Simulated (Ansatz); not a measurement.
Start from CdTe in the zinc blende structure (space group F-43m, No. 216; a = 6.6180 Å). Axes: x, y, z lie along the cube axes.

Method: Kohn–Sham DFT with the PBE functional, run in Ansatz (a quantum-chemistry and plane-wave program) with PAW and 420 eV plane waves, spin-orbit coupling left out.

Perturbation: the cell is scaled by 1.0279 in all directions, atoms relaxed at fixed cell.

Q: Predict the stress tensor and what it implies for the stiffness.

A: Stress of the strained cell less that of the base (GPa, compression positive):
```
  -2.38    0.00    0.00
   0.00   -2.38    0.00
   0.00    0.00   -2.38
```

Then B = −ΔP/(ΔV/V₀) with ΔV/V₀ = 0.0861 gives secant stiffness values (nonlinear terms included at this strain): B ≈ 28 GPa.

As a check, the harmonic strain energy −½ V₀ Δσ:ε is 23 meV/atom; the computed energy rise is 25 meV/atom.

No phonon test of stability was made.
